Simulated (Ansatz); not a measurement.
Partial pair distribution functions of a relaxed model of amorphous Ge19Se38Ag, broadened by 0.06 Å; density 4.72 g/cm³. All values below come from PBE-D3(BJ), scalar-relativistic without spin-orbit coupling, PAW (Ansatz default set, large-core Se) (plane waves to 420 eV; Ansatz, a quantum-chemistry and plane-wave program).

It comes from a melt-quench run on a machine-learned potential (CHGNet), relaxed afterwards by DFT. The hot cell started wider than the set density and was brought back towards it in steps. It is the lowest in DFT energy of 3 quenches. It is a model cell: composition and starting density were chosen by hand, and all elements were melted together. The geometry includes D3(BJ) dispersion. Its density started from a set value of 4.31 and ended at 4.72 g/cm³. Cooling (nominally 60 K/ps over its main leg) ran many orders faster than in experiment, which tends to leave more defects and strain. A cell of this size samples the disorder only roughly. Volume and shape were free in the relaxation.

```tsv
r (Å)	g Ge-Se	g Se-Se	g Ge-Ge
2.15	0.01	0.00	0.00
2.25	0.75	0.03	0.00
2.35	6.81	0.50	0.00
2.45	7.35	0.70	0.00
2.55	2.80	0.22	0.00
2.65	1.59	0.02	0.00
2.75	0.49	0.05	0.00
2.85	0.34	0.32	0.00
2.95	0.33	0.33	0.05
3.05	0.43	0.28	0.59
3.15	0.31	0.61	0.75
3.25	0.21	0.81	0.90
3.35	0.57	1.13	1.58
3.45	0.95	1.18	1.32
3.55	0.70	1.45	1.83
3.65	0.80	2.18	1.87
3.75	0.87	2.78	1.58
3.85	0.94	2.90	2.05
3.95	0.90	2.19	1.38
4.05	1.05	2.00	0.47
4.15	0.90	1.81	0.43
4.25	0.78	1.07	0.84
4.35	0.93	0.85	1.26
4.45	0.85	0.50	1.13
4.55	0.57	0.58	1.11
4.65	0.50	0.72	0.53
4.75	0.87	0.80	0.59
4.85	1.04	0.78	0.33
4.95	0.96	0.56	0.95
5.05	1.17	0.41	0.92
5.15	1.30	0.32	1.00
5.25	1.00	0.62	0.75
5.35	1.10	0.58	0.84
5.45	1.04	0.80	0.90
```

Within 2.86 Å each Ge has 3.68 Se neighbours on average.
